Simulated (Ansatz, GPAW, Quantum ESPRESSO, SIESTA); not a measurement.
**Ag (P6_3/mmc, 4 atoms in the cell) computed with different codes at matched settings**

Self-consistent single point.

```xyz
4
Lattice="2.9822 0.0000 0.0000 -1.4911 2.5826 0.0000 0.0000 0.0000 9.6946" Properties=species:S:1:pos:R:3 pbc="T T T"
Ag     0.0000     0.0000     0.0000
Ag     0.0000     0.0000     4.8473
Ag     0.0000     1.7218     2.4237
Ag     1.4911     0.8609     7.2710
```

All programs got the same cell, k-point mesh and kind of occupations (in Ansatz's words: kpoints.mp_grid.grid = 13 13 4; scf.occupations.method = fermi_dirac; scf.occupations.width = 0.1 eV); potentials, basis and cutoffs are each program's usual ones.

| code | model | pressure (GPa) | k-points | cutoff |
|---|---|---|---|---|
| GPAW | LDA (Perdew-Wang 92), GPAW PAW datasets LDA (gpaw-data 1.0.1) | -13.64 | 63 | 600 eV |
| Quantum ESPRESSO | LDA (PZ), PSlibrary ultrasoft (LDA) pseudopotentials | -15.29 | 63 | 50 Ry |
| SIESTA | LDA PW92, numerical atomic orbitals DZP, PseudoDojo LDA standard norm-conserving potentials (rewritten from UPF to PSML) | -14.90 | 345 | grid 400 Ry |
| Ansatz | LDA (PW92), default PAW files made with PBE | -13.70 | 63 | 420 eV |

The spread over the programs that give each value: pressure within 1.65 GPa.

The starting cell comes from a database of computed structures (which also holds hypothetical and non-ambient phases and stackings), without a prior relaxation at this level. Its lattice was rescaled by a random factor within 2.5 % of one. On Ansatz's run: In the base run, with a pressure of about -14 GPa the cell is away from its equilibrium volume at this level.

Why do the programs differ, and what cannot be compared?

Differences of this kind can come from the potentials, where these differ, and from what each basis and cutoff leave unconverged. The valence holds different numbers of electrons (GPAW 68, Quantum ESPRESSO 44, SIESTA 76, Ansatz (a first-principles code) 76). The zero of total energies and Fermi levels follows the potentials and each program's conventions, so they are not compared here. SIESTA uses small atom-centred bases, whose incompleteness enters pressures, forces and empty levels differently from a plane-wave cutoff. Ansatz's pressure is given at a fixed set of plane waves, as the other plane-wave codes print theirs. The same LDA comes in different parametrisations, which differ slightly. The programs reduce the same mesh by symmetry to different extents, which changes the work and not the result. In the pressure, Quantum ESPRESSO (by 1.59) and SIESTA (by 1.20) lie more than 1 GPa from the median of the plane-wave programs.

Left out of this page: ABINIT (stopped by limits of time or memory); FLEUR (with a known weakness of the program).

Keys are those of Ansatz 0.2.
